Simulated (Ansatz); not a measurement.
Reference: CoTe (P6_3/mmc), PBEsol, DFPT electron-phonon coupling, linearised Boltzmann equation (plane waves, PAW, scalar-relativistic; Ansatz, a program for electronic structure); geometry: relaxed with this functional, without spin-orbit coupling.

```xyz
4
Lattice="3.8511 0.0000 0.0000 -1.9256 3.3352 0.0000 0.0000 0.0000 5.2009" Properties=species:S:1:pos:R:3 pbc="T T T"
Co     0.0000     0.0000     2.6005
Co     0.0000     0.0000     0.0000
Te     1.9256     1.1117     3.9007
Te     0.0000     2.2234     1.3002
```

The resistivity at 300 K is 18.0 μΩ·cm.

Task: Replace Co by Pd on the same sites and relax. What happens?

Result: PdTe (P6_3/mmc): volume per atom 16.7 to 21.0 Å³; resistivity at 300 K rises (18.0 μΩ·cm to 23 μΩ·cm).

Moves up to 14 % count as about the same. Metals; harmonic phonons alone scatter; means over directions. Halving the electron mesh moves these values by up to 10 %; q meshes are mostly untested. Some of the runs warned that the eigensolver left states short of its tolerance. Spin-orbit coupling is left out.

Formula and space group known from diffraction (Crystallography Open Database), not checked to be the room-temperature form: CoTe (P6_3/mmc), PdTe (P6_3/mmc). Treated as nonmagnetic (a ferromagnetic start lost its moment, other orders weren't tried): CoTe (P6_3/mmc).
